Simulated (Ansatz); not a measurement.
N on the 1x1 (101) surface of tetragonal ZrO2 (a metastable polymorph) (cut with top plane O), one in a 2x1 cell, energies for each (46.4 Å²). Energies are against ½ N2(g), without zero-point or thermal terms; each row is named by its start (#2, #3: further inequivalent places of a kind).

Host crystal: tetragonal ZrO2, with a band gap (PBE, scalar-relativistic without spin-orbit coupling).

Level of theory: PBE (plane waves to 420 eV, PAW; Ansatz, a quantum-chemistry and plane-wave program).

Set-up: 37 atoms, 7.6 Å thick at the start under the adsorbate (thin: gaps and levels are the slab's own); mesh 3x3x1; 0.01 eV smearing; dipole correction on; 16 atoms held, the rest relaxed; each run with such symmetry as its start has; spin-polarised, no spin-orbit, no U, no dispersion correction.

A negative adsorption energy means that the adsorbate is more stable on the surface than in its reference. Starts that drift may end in the same place. Heights count from the host atoms within 0.3 Å of the top one.

```json
[
 {"starting site": "top O (the adsorbate paired with a surface O atom)", "E_ads (eV)": "3.49", "height (Å)": "0.45", "nearest host atom (Å)": "O 1.37", "bonded to": "O + Zr", "change of the vacuum step (eV)": "0.75", "lateral drift (Å)": "0.7", "moment (μB)": "1.0"},
 {"starting site": "top O #2 (the adsorbate paired with a surface O atom)", "E_ads (eV)": "3.71", "height (Å)": "0.72", "nearest host atom (Å)": "O 1.38", "bonded to": "O + 2 Zr", "change of the vacuum step (eV)": "0.11", "lateral drift (Å)": "0.8", "moment (μB)": "1.0"},
 {"starting site": "top Zr", "E_ads (eV)": "5.21", "height (Å)": "2.04", "nearest host atom (Å)": "Zr 2.71", "bonded to": "Zr", "change of the vacuum step (eV)": "0.05", "lateral drift (Å)": "0.2", "moment (μB)": "3.0"},
 {"starting site": "over Zr at depth 1.0 Å", "E_ads (eV)": "5.12", "height (Å)": "1.66", "nearest host atom (Å)": "Zr 2.53", "bonded to": "Zr", "change of the vacuum step (eV)": "0.01", "lateral drift (Å)": "0.2", "moment (μB)": "3.0"},
 {"starting site": "over O at depth 1.5 Å (the adsorbate is not bonded to the surface)", "E_ads (eV)": "5.24", "height (Å)": "2.11", "nearest host atom (Å)": "O 3.04", "bonded to": "none within bonding distance", "change of the vacuum step (eV)": "0.07", "lateral drift (Å)": "0.1", "moment (μB)": "3.0"},
 {"starting site": "hollow beside Zr", "E_ads (eV)": "5.21", "height (Å)": "2.06", "nearest host atom (Å)": "Zr 2.74", "bonded to": "Zr", "change of the vacuum step (eV)": "0.05", "lateral drift (Å)": "1.2", "moment (μB)": "3.0"},
 {"starting site": "hollow O-O-O-Zr-Zr over O at depth 1.8 Å (the adsorbate is not bonded to the surface)", "E_ads (eV)": "5.25", "height (Å)": "2.73", "nearest host atom (Å)": "O 3.22", "bonded to": "none within bonding distance", "change of the vacuum step (eV)": "0.12", "lateral drift (Å)": "0.6", "moment (μB)": "3.0"},
 {"starting site": "bridge O-Zr (span 2.0 Å)", "E_ads (eV)": "5.21", "height (Å)": "2.01", "nearest host atom (Å)": "Zr 2.69", "bonded to": "Zr", "change of the vacuum step (eV)": "0.04", "lateral drift (Å)": "0.9", "moment (μB)": "3.0"},
 {"starting site": "bridge O-O (span 4.1 Å)", "E_ads (eV)": "5.11", "height (Å)": "1.65", "nearest host atom (Å)": "Zr 2.52", "bonded to": "Zr", "change of the vacuum step (eV)": "0.01", "lateral drift (Å)": "1.0", "moment (μB)": "3.0"}
]
```
